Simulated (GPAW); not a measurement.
# A self-consistent single point of KF (Fm-3m, 2 atoms in the cell) with GPAW

Method: PBE, GPAW PAW datasets PBE (gpaw-data 1.0.1) (plane waves; GPAW).

Input as run:

```python
from ase import Atoms
from ase.units import GPa
from gpaw import GPAW, PW

atoms = Atoms(['K', 'F'],
              cell=[[0.000000, 2.656273, 2.656273],
                    [2.656273, 0.000000, 2.656273],
                    [2.656273, 2.656273, 0.000000]],
              positions=[[0.000000, 0.000000, 0.000000],
                         [2.656273, 2.656273, 2.656273]],
              pbc=True)

calc = GPAW(mode=PW(950),
            xc='PBE',
            kpts={'size': (6, 6, 6), 'gamma': True},
            occupations={'name': 'fixed-uniform'},
            nbands=-4,
            convergence={'bands': -2},
            symmetry={'symmorphic': False, 'tolerance': 0.0005},
            maxiter=120,
            txt='-')

atoms.calc = calc

energy = atoms.get_potential_energy()
print('Energy (eV):', round(energy, 6))
forces = atoms.get_forces()
print('Forces (eV/Ang):')
print(forces.round(5))
stress = atoms.get_stress()
print('Stress (GPa, Voigt):', (stress / GPa).round(4))
```

The program printed (abridged):

```
Input parameters:
  convergence: {bands: -2}
  kpts: {gamma: True,
         size: (6, 6, 6)}
  maxiter: 120
  mode: {ecut: 950.0,
         name: pw}
  nbands: -4
  occupations: {name: fixed-uniform}
  symmetry: {symmorphic: False,
             tolerance: 0.0005}
  xc: PBE

species:
  K:
    name: Potassium
    Z: 19.0
    valence: 9
    core: 10
    charge: 0.0
    file: K.PBE.gz

    # Using partial waves for K as LCAO basis

  F:
    name: Fluorine
    Z: 9.0
    valence: 7
    core: 2
    charge: 0.0
    file: F.PBE.gz

    # Using partial waves for F as LCAO basis

Reference energy: -19096.334004  # eV

Spin-paired calculation

Convergence criteria:
 Maximum [total energy] change in last 3 cyles: 0.0005 eV / valence electron
 Maximum integral of absolute [dens]ity change: 0.0001 electrons / valence electron
 Maximum integral of absolute [eigenst]ate change: 4e-08 eV^2 / valence electron
 Maximum number of scf [iter]ations: 120

Symmetries present (total): 48
Symmetries with fractional translations: 0
216 k-points: 6 x 6 x 6 Monkhorst-Pack grid + [1/12,1/12,1/12]
16 k-points in the irreducible part of the Brillouin zone
       k-points in crystal coordinates                weights
   0:     0.00000000    0.00000000    0.00000000          1/216
   1:     0.16666667    0.16666667    0.00000000          6/216
   2:     0.16666667    0.16666667    0.16666667          8/216
   [... 7 lines left out ...]
          ...
  15:     0.50000000    0.50000000    0.50000000          4/216

Wave functions: Plane wave expansion
  Cutoff energy: 950.000 eV
  Number of coefficients (min, max): 2445, 2523
  Pulay-stress correction: 0.000000 eV/Ang^3 (de/decut=0.000000)

Occupation numbers: # Uniform distribution of occupation numbers

Eigensolver

Densities:
  Coarse grid: 27*27*27 grid
  Fine grid: 54*54*54 grid
  Total Charge: 0.000000

Density mixing:
  Method: separate
  Backend: pulay
  Linear mixing parameter: 0.05
  old densities: 5
  Damping of long wavelength oscillations: 50

Hamiltonian:
  XC and Coulomb potentials evaluated on a 54*54*54 grid
  External potential:
    NoExternalPotential

XC parameters: PBE with 2 nearest neighbor stencil

Number of atoms: 2
Number of atomic orbitals: 9
Number of bands in calculation: 12
Number of valence electrons: 16
Bands to converge: 10

Density initialized from atomic densities
  9 bands from LCAO basis set
  3 bands from random numbers

Atomic positions and initial magnetic moments

Positions:
   0 K      0.000000    0.000000    0.000000    ( 0.0000,  0.0000,  0.0000)
   1 F      2.656273    2.656273    2.656273    ( 0.0000,  0.0000,  0.0000)

Unit cell:
           periodic     x           y           z      points  spacing
  1. axis:    yes    0.000000    2.656273    2.656273    27     0.1136
  2. axis:    yes    2.656273    0.000000    2.656273    27     0.1136
  3. axis:    yes    2.656273    2.656273    0.000000    27     0.1136

  Lengths:   3.756537   3.756537   3.756537
  Angles:   60.000000  60.000000  60.000000

Effective grid spacing dv^(1/3) = 0.1240

     iter     time        total  log10-change:
                         energy   eigst   dens
iter:   1 --:--:--    -9.185702   +2.19
iter:   2 --:--:--    -9.009954   +1.31  -1.25
iter:   3 --:--:--    -8.505978   +0.72  -1.29
iter:   4 --:--:--    -8.508801   +0.14  -1.45
iter:   5 --:--:--    -8.525529   -0.51  -1.47
iter:   6 --:--:--    -8.482932   -0.86  -1.91
iter:   7 --:--:--    -8.515646   -1.27  -2.15
iter:   8 --:--:--    -8.485095   -1.64  -2.05
iter:   9 --:--:--    -8.483344   -1.81  -2.48
iter:  10 --:--:--    -8.482687c  -2.45  -2.66
iter:  11 --:--:--    -8.482430c  -2.86  -3.07
iter:  12 --:--:--    -8.482430c  -3.14  -3.72
iter:  13 --:--:--    -8.482430c  -3.31  -4.07c
iter:  14 --:--:--    -8.482430c  -3.63  -4.10c
iter:  15 --:--:--    -8.482431c  -3.93  -4.01c
iter:  16 --:--:--    -8.482430c  -4.15  -4.02c
iter:  17 --:--:--    -8.482429c  -4.35  -4.08c
iter:  18 --:--:--    -8.482428c  -4.57  -4.13c
   [... 4 lines left out ...]
iter:  23 --:--:--    -8.482428c  -5.63  -4.43c
iter:  24 --:--:--    -8.482428c  -6.21  -4.61c
iter:  25 --:--:--    -8.482428c  -6.59  -4.61c
iter:  26 --:--:--    -8.482428c  -6.86  -4.74c
iter:  27 --:--:--    -8.482428c  -7.15  -5.02c
iter:  28 --:--:--    -8.482428c  -7.71c -5.24c

Converged after 28 iterations.

Dipole moment: (-0.000000, 0.000000, 0.000000) |e|*Ang

Energy contributions relative to reference atoms: (reference = -19096.334004)

Kinetic:         +6.574345
Potential:       -4.899561
External:        +0.000000
XC:              -9.498081
Entropy (-ST):   +0.000000
Local:           -0.659131
SIC:             +0.000000
--------------------------
Free energy:     -8.482428
Extrapolated:    -8.482428

Showing only first 2 kpts
 Kpt  Band  Eigenvalues  Occupancy
  0     6     -0.25993    2.00000
  0     7     -0.25993    2.00000
  0     8      6.01327    0.00000
  0     9     10.44271    0.00000

  1     6     -0.28976    2.00000
  1     7     -0.28975    2.00000
  1     8      6.94117    0.00000
  1     9      9.57927    0.00000

Fermi level: 2.87667

Gap: 6.273 eV
Transition (v -> c):
  (s=0, k=0, n=7, [0.00, 0.00, 0.00]) -> (s=0, k=0, n=8, [0.00, 0.00, 0.00])
No difference between direct/indirect transitions
Energy (eV): -8.482428

Forces in eV/Ang:
  0 K     0.00000    0.00000    0.00000
  1 F    -0.00000    0.00000    0.00000

Stress tensor:
    -0.008229     0.000000     0.000000
     0.000000    -0.008229     0.000000
     0.000000     0.000000    -0.008229
Stress (GPa, Voigt): [-1.3185 -1.3185 -1.3185  0.      0.      0.    ]
```

The run converged in 28 iterations. GPAW prints stress with tension positive.

At such cutoffs GPAW's stress carries a finite-basis (Pulay) error, which enters relaxed cells too; its log prints stress with tension positive.

The starting cell comes from a database of computed structures (which also holds hypothetical and non-ambient phases and stackings), without a prior relaxation at this level. Its lattice was rescaled by a random factor within 2.5 % of one.
